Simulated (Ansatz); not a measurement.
The parent structure is TiN in the rock salt structure (space group Fm-3m, No. 225; a = 4.247 Å; relaxed with 0.1 eV smearing).

(Cell as relaxed with PBE.)

Levels (all Ansatz, a first-principles code, PAW, earlier PAW set): PBE (420 eV, scalar-relativistic without spin-orbit coupling); r2SCAN (500 eV, no SOC).

Each level relaxes its own structure.

```csv
base,PBE,r2SCAN
volume per atom,9.58 Å³,9.49 Å³
lattice parameter a,4.247 Å,4.234 Å
band gap,zero,zero
```

Now apply this change: every lattice vector is stretched by 4.15 %, atoms relaxed at fixed cell.

```json
[
 {"quantity": "energy relative to the base (free energy F)", "PBE": "+112 meV/atom", "r2SCAN": "[?]"},
 {"quantity": "pressure", "PBE": "-25.9 GPa", "r2SCAN": "[?]"}
]
```

Problem. Predict the r2SCAN column.

Solution. 
- energy relative to the base (free energy F), r2SCAN: +119 meV/atom
- pressure, r2SCAN: -27.8 GPa

PBE's energy relative to the base lies 6.8 meV/atom below r2SCAN's; PBE's pressure lies 1.9 GPa above r2SCAN's. Neither level is exact; r2SCAN is the comparison here, not a measurement.

The cells carry an imposed strain or load. No phonon test of stability was made. All final runs are without spin polarisation. An odd electron count without spin: TiN.
